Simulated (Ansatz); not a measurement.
**Surface dipole against coverage: K on fcc Pd (100)**

One K atom in each cell of a four-layer slab of fcc Pd (100), started at a fourfold hollow site; the adatom and the upper two layers relax, with a dipole correction. Δφ is the change of the top face's work function against the clean slab's 5.07 eV. By the Helmholtz relation an adatom's dipole is μ = |Δφ|/(0.377 eV × n) in debye, for n adatoms per nm². In Topping's model neighbouring dipoles depolarise each other, so that 1/μ = (1 + 9α·n^(3/2))/μ0 is a line in x = n^(3/2). Method: PBE (plane waves to 420 eV, PAW; Ansatz, a quantum-chemistry and plane-wave program). All cells sample the k points of the 1×1 cell's 12×12×1 mesh, with Fermi-Dirac smearing of 0.1 eV (energies taken to zero smearing), without spin polarisation or spin-orbit coupling.

```
cell  x (nm⁻³)  1/μ (1/D)  n (nm⁻²)  Δφ (eV)
----  --------  ---------  --------  -------
4×3       1.11      0.216      1.07    -1.87
3×3       1.71      0.228      1.43    -2.36
4×2       2.04      0.246      1.61    -2.47
3×2       3.13      0.265      2.14    -3.04
2×2       5.75          ?      3.21        ?
```

Q: Fit 1/μ against x with a straight line, and predict the withheld value at x = 5.75.

A: With u = x - 2.0, the rows have u = -0.8900, -0.2900, 0.0400, 1.1300. Means: u -0.0025000, 1/μ 0.2387. About the means, the sum of products is 0.053318 and the sum of squares of u is 2.1547; the slope is their ratio. Least squares gives 1/μ = 0.2388 + 0.02475·u. Residuals (row less fit): -0.0008, -0.0036, 0.0062, -0.0018; standard error 0.0053 (degrees of freedom: 2). At x = 0 the line gives 1/μ0 = 0.189, so a lone adatom carries about 5.3 D, its positive end outward; slope over intercept is 9α, which puts α at roughly 15 Å³, a figure that hangs on Δφ's last digit. At the withheld row, u = 3.7500, so 1/μ = 0.2388 + 0.02475 × 3.7500 = 0.3316 1/D. The calculation gives 0.339 1/D, 0.0074 1/D above the prediction (6.0 % of the range of 1/μ in the table). The row lies outside the fitted rows, so this is an extrapolation.

The model takes a square or triangular net of point dipoles; the 4×2, 3×2 and 4×3 nets are stretched, and dense layers bond among themselves. Only series are tabulated where Δφ keeps its sign and exceeds 0.12 eV, and the fitted rows scatter about the line by under a tenth of the table's range (standard error).

As a change of work function, the prediction is 0.377 × 3.21/0.332 = 3.65 eV in size, against 3.57 eV from the run.

Each row is one calculation, so residuals can be the form's limits or numerical noise.
